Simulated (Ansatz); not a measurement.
Consider BeTe in the zinc blende structure (space group F-43m, No. 216; a = 5.604 Å).

Now apply this change: a negative pressure, −1 GPa.

All numbers come from Ansatz (an electronic-structure program) PBEsol, no SOC.

Base, band edges from the VBM (valence, conduction): X -2.70, 1.84; W -3.30, 5.20; L -1.15, 3.08; Γ 0.00, 3.61; K -2.28, 2.61; U -2.28, 2.61 eV.

Question: Give the band edges at the high-symmetry points of the new zone, measured from its valence-band maximum.

Answer: 
```
point  valence edge (eV)  conduction edge (eV)
-----  -----------------  --------------------
Γ                   0.00                  3.62
X                  -2.64                  1.88
U                  -2.23                  2.64
K                  -2.23                  2.64
L                  -1.12                  3.04
W                  -3.22                  5.19
```

The gap is 1.88 eV, indirect, Γ → X.

Spin-orbit coupling, missing from the scalar runs, can matter with Te. Load acts through the strain it causes; cell and atoms are relaxed under it. Whether these cells are dynamically stable was not tested.
